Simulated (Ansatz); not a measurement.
For CsCl-type AgZn, LDA in Ansatz (plane waves, PAW) gives:

- lattice constant a: 3.077 Å
- enthalpy of formation: -0.069 eV/atom

### Question
What does r²SCAN in Ansatz (PAW) give for the same quantities?

### Answer

- lattice constant a: 3.141 Å (goes up by 2.1 %)
- formation enthalpy: -0.032 eV/atom (moves by +0.037 eV/atom)

For comparison: lattice constant a 3.156 Å (measured, temperature not stated, copied from a table, unchecked, no zero-point or thermal correction; as tabulated in Crystal Structures 1, 85 (1963)).

Changes are worked out from the printed values.

Unless a cell is named, each level is at its own relaxed cell (LDA 14.57, r²SCAN 15.50 Å³/atom).

Ansatz's density-functional and Hartree–Fock values are scalar-relativistic unless marked +SOC, with PAW data made under PBE.

Ansatz is a first-principles code.
